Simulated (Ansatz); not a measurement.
Consider the energy of the reaction as written. Reaction: 8 C (graphite) + Ca (fcc) + 1/2 Cl2 (gas) → cell A. The sign is products less reactants.

Cell A: a sheet of composition CaC8Cl built on C (graphite, P6₃/mmc) (0001), with 8 atoms on that crystal's sites, 10 atoms, hexagonal cell of 4.93 Å (21.0 Å²), symmetry P3m1, 3.2 Å thick under 15 Å of vacuum, in-plane vectors held at the crystal's, which may strain the added film; planes from bottom to top: C8 | Ca | Cl, its two faces unlike (dipole correction applied); spin state with PBE: no moments, k-point mesh 7×7×1.
```yaml
crystal:
  lattice:
    - [4.92992, 0.00000, 0.00000]
    - [-2.46496, 4.26944, 0.00000]
    - [0.00000, 0.00000, 18.51161]
  atoms:
    - { symbol: C, position: [0.16726, 0.33452, 0.42781] }
    - { symbol: C, position: [0.33392, 0.16696, 0.42883] }
    - { symbol: C, position: [0.16726, 0.83274, 0.42781] }
    - { symbol: C, position: [0.33333, 0.66667, 0.42716] }
    - { symbol: C, position: [0.66667, 0.33333, 0.43044] }
    - { symbol: C, position: [0.83304, 0.16696, 0.42883] }
    - { symbol: C, position: [0.66548, 0.83274, 0.42781] }
    - { symbol: C, position: [0.83304, 0.66608, 0.42883] }
    - { symbol: Ca, position: [0.00000, 0.00000, 0.55019] }
    - { symbol: Cl, position: [0.33333, 0.66667, 0.60122] }
```

Reference: C (graphite, P6₃/mmc), 16 atoms in the cell, a perfect crystal on lattice vectors that match the other cells', k-point mesh 7×7×4 on the run's own vectors.

Reference: Ca (fcc, Fm-3m), 1 atom in the cell, k-point mesh 18×18×18 on the run's own vectors. Conventional cell: a = 5.437 Å, b = 5.437 Å, c = 5.437 Å, α = 90.00°, β = 90.00°, γ = 90.00°.

Reference: an isolated Cl2 molecule (singlet) in a box of 11 × 11 × 14 Å.

Computed with Ansatz (plane waves, PAW), its PAW set soft_1, cutoff 420 eV, 500 eV for r2SCAN. The structures are at rest with PBE+D3(BJ), within the held lattices; other levels are single points on them. Neutral cells; Fermi-Dirac smearing of at most 0.10 eV in the solids, energies taken to zero width. The lattices are those relaxed with PBE+D3(BJ) or held as stated, so at other levels the solids can be strained, which adds to the spread. A dispersion term (D3(BJ), or D4 for r2SCAN) was computed beside these levels and is taken off wherever the name lacks it. No zero-point or thermal terms. Cells are local rest points, mostly with their start's symmetry. Cell A has symmetry P3m1 and got no random move, so less symmetric positions, which may lie lower, weren't tried.

### Question
What value does r2SCAN+D4 give?

### Answer
-3.51 eV, for 8 C (graphite) + Ca (fcc) + 1/2 Cl2 (gas) → cell A.

### Question
What do the other levels give, and how wide is the spread?

### Answer
```json
[
 {"Level": "PBE", "value (eV)": "-3.36", "less r2SCAN+D4": "0.15"},
 {"Level": "PBE+D3(BJ)", "value (eV)": "-2.96", "less r2SCAN+D4": "0.55"},
 {"Level": "r2SCAN", "value (eV)": "-3.70", "less r2SCAN+D4": "-0.19"}
]
```

The levels span 0.74 eV, from r2SCAN (-3.70) to PBE+D3(BJ) (-2.96).

Ansatz is a quantum-chemistry and plane-wave program.
